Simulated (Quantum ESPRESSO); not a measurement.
A working Quantum ESPRESSO input for YCu5 (P6/mmm, 6 atoms in the cell) (DFT, PBEsol, plane waves, PSlibrary ultrasoft (PBE) pseudopotentials):

```fortran
&CONTROL
  calculation = 'scf',
  outdir = './tmp/',
  pseudo_dir = './',
  tprnfor = .true.,
  tstress = .true.,
/
&SYSTEM
  ibrav = 4,
  celldm(1) = 9.4537325700,
  celldm(3) = 0.806268641701,
  nat = 6,
  ntyp = 2,
  ecutwfc = 50,
  ecutrho = 350,
  occupations = 'smearing',
  smearing = 'gaussian',
  degauss = 0.0099958,
  input_dft = 'pbesol',
/
&ELECTRONS
  conv_thr = 1.0d-10,
  mixing_beta = 0.3,
/
ATOMIC_SPECIES
Y     88.9058  Y.pbe-spn-rrkjus_psl.1.0.0.UPF
Cu    63.5460  Cu.pbe-dn-rrkjus_psl.1.0.0.UPF
ATOMIC_POSITIONS {bohr}
Y     0.0000000000    0.0000000000    0.0000000000
Cu    0.0000000000    5.4581150441    0.0000000000
Cu    4.7268662850    2.7290575221    0.0000000000
Cu    4.7268662850    0.0000000000    3.8111240591
Cu    2.3634331425    4.0935862831    3.8111240591
Cu   -2.3634331425    4.0935862831    3.8111240591
K_POINTS {automatic}
5 5 6  1 1 1
```

The run converged in 14 iterations: free energy E − TS -9455.1240 eV; Fermi level (on the code's own zero) 12.21 eV; pressure -3.47 GPa. Each of these slips is then made, one at a time:

(1)
```diff
-  nat = 6,
+  nat = 7,
```

(2)
```diff
-  ecutrho = 350,
+  ecutrho = 100,
```

(3)
```diff
-  ecutwfc = 50,
+  ecutwfc = 50.0,
-Cu   -2.3634331425    4.0935862831    3.8111240591
+Cu   -2,3634331425    4,0935862831    3,8111240591
```

Task: What happens in each case?

Result: 
(1) An atom count that does not match the list of atoms. The program stopped before any SCF iteration.
```
Error in routine read_cards (7):
wrong number of columns in ATOMIC_POSITIONS
```

(2) A density cutoff or grid that is too coarse. The run converged in 14 iterations without an error; against the sound input the free energy falls by 3.8 meV/atom and the pressure goes from -3.47 to -3.23 GPa.

(3) Decimal commas. The program stopped before any SCF iteration.
```
Error in routine card_atomic_positions (1):
Error while parsing atomic position card.
```

The starting cell comes from a database of computed structures (which also holds hypothetical and non-ambient phases and stackings), without a prior relaxation at this level. Spin polarisation is off. In the base run, with a pressure of about -3 GPa the cell is away from its equilibrium volume at this level.

Left out of this page: 4 runs of the series outside the window shown, repeating another row's setting, or not comparable.
